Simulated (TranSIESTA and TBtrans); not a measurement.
Run with TranSIESTA and TBtrans (open boundaries, self-consistent; PseudoDojo norm-conserving potentials, scalar-relativistic): PAO.BasisSize DZP, PAO.EnergyShift 0.15 eV, XC.Authors PBE, Mesh.Cutoff 200 Ry, ElectronicTemperature 300 K, TS.Voltage 0.0 eV, TBT.Elecs.Eta 0.001 eV, no spin polarisation.

Junction: Ge chain with one bond stretched by 2.0 Å. Leads: straight Ge chain, spacing 2.544 Å. Geometry: as built, not relaxed.

Task: Give the largest eigenchannel transmissions at the Fermi level (four at most) and the total.

Result: 0.094, 0.027, 0.027; total 0.15. The straight chain is held at its spacing; free chains may zigzag or dimerise. No spin-polarised start was tried, so a magnetic state, if there is one, is missed.
